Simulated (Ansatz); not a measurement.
# BN, response to strain

The parent structure is BN in the zinc blende structure (space group F-43m, No. 216; a = 3.581 Å). Axes: x, y, z lie along the cube axes.

Strains are applied to the cell and any free atomic positions relax.

Level of theory: plane-wave PAW DFT at the LDA level (Ansatz, a first-principles code, 420 eV), without spin-orbit coupling.

Candidates:
(a) uniaxial strain ε_zz = −2.00 %
(b) uniaxial strain ε_zz = +3.00 %
(c) uniaxial strain ε_zz = −3.00 %

Notes on the quantities. energy relative to the base: free energy F.

Problem. Order them by energy relative to the base, highest first.

Solution. (c) uniaxial strain ε_zz = −3.00 % (+14 meV/atom), (b) uniaxial strain ε_zz = +3.00 % (+13 meV/atom), (a) uniaxial strain ε_zz = −2.00 % (+6.0 meV/atom)

Whether these cells are dynamically stable was not tested.
